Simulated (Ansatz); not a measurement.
**By hand: formation energy of SiC (P6₃mc) from the elements**

This concerns the formation energy of SiC (P6₃mc) from the elements. Reaction: C (graphite) + Si (diamond) → SiC (P6₃mc). A negative value means that the right-hand side lies lower. The value is per atom of the solid.

SiC (P6₃mc), 32 atoms in the cell. Conventional cell: a = b = 3.072 Å, c = 40.250 Å, α = β = 90.00°, γ = 120.00°.

Ansatz (a first-principles code) with PAW potentials; structures come from PBE+D3(BJ) relaxations, nuclei static, no net charge. Ansatz runs with its default PAW set. Other levels take these structures. The lattices are those relaxed with PBE+D3(BJ), so at other levels the solids can be strained, which adds to the spread. Larger cells are relaxed from a start prepared with the learned potential CHGNet, on a coarser mesh till forces fall under 0.03 eV/Å, which some starts already meet. A dispersion term (D3(BJ), or D4 for r2SCAN) was computed beside these levels and is taken off wherever the name lacks it.

Total energies of the cells in eV, at zero smearing width. They compare only within one column; the weights balance every element.

```json
[
 {"cell": "SiC (P6₃mc)", "atoms": "32", "weight": "+1", "r2SCAN": "-14261.30281", "RPBE": "-14263.41650"},
 {"cell": "C (graphite)", "atoms": "4", "weight": "−4", "r2SCAN": "-1006.66207", "RPBE": "-1008.87576"},
 {"cell": "Si (diamond)", "atoms": "2", "weight": "−8", "r2SCAN": "-1278.13086", "RPBE": "-1277.78502"}
]
```

r2SCAN: (-14261.30281) − 4 × (-1006.66207) − 8 × (-1278.13086) = -9.608 eV; dividing by 32 atoms gives -0.30 eV/atom.

RPBE: (-14263.41650) − 4 × (-1008.87576) − 8 × (-1277.78502) = -5.633 eV; dividing by 32 atoms gives -0.18 eV/atom.

What follows from the r2SCAN value: A formula unit of SiC has 2 atoms, so it forms with -0.3002 × 2 = -0.600 eV, or -57.9 kJ/mol at 96.485 kJ/mol per eV.
